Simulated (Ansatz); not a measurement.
## O on the N site in beta Si3N4

Method: PBE, PAW (plane waves to 420 eV; Ansatz, a first-principles code). Cell: 84 sites, 1×1×3; final energies on a 2×2×2 shifted mesh. Site at the start: the N(1,3-fold) site. Finite-size correction: monopole term and site-potential alignment. Dielectric constants: PBE linear response of the host. Host gap at this level: 4.25 eV. These values are not converged in cell size to better than tenths of an eV. The semilocal functional narrows the gap, so deep levels can fall outside it. Spin–orbit coupling is left out. Each state is the lowest found from its start.

Formation energies E_f are given with the Fermi level at the valence-band maximum. Chemical conditions: N-rich (Δμ(N) = 0.00 eV, Δμ(O) = -3.09 eV, bounded by Si2N2O (Cmc2_1); only phases computed here count, gases as isolated molecules at 0 K); Si-rich (Δμ(N) = -1.86 eV, Δμ(O) = -4.32 eV, bounded by Si2N2O (Cmc2_1); only phases computed here count, gases as isolated molecules at 0 K). Reference phases: N: N2 molecule in a box, O: O2 molecule in a box.

```tsv
charge	moment (μB)	largest move off a lattice site (Å)	image correction with alignment (eV)	E_f, N-rich (eV)	E_f, Si-rich (eV)
+1	not spin-polarised	0.08	0.22	0.18	-0.44
0	1.0	0.46	0.00	4.03	3.41
−1	not spin-polarised	0.51	0.20	7.27	6.65
```

Transition levels above the valence-band maximum: ε(+1/0) = 3.85 eV; ε(0/−1) = 3.24 eV. On the lower envelope of the bound states, inside the gap: (+1/−1) at 3.55 eV; the others aren't thermodynamic.

Flagged in the runs: a host whose relaxation on this sampling wasn't shown to rest.

All states together cost roughly 80 core-minutes.
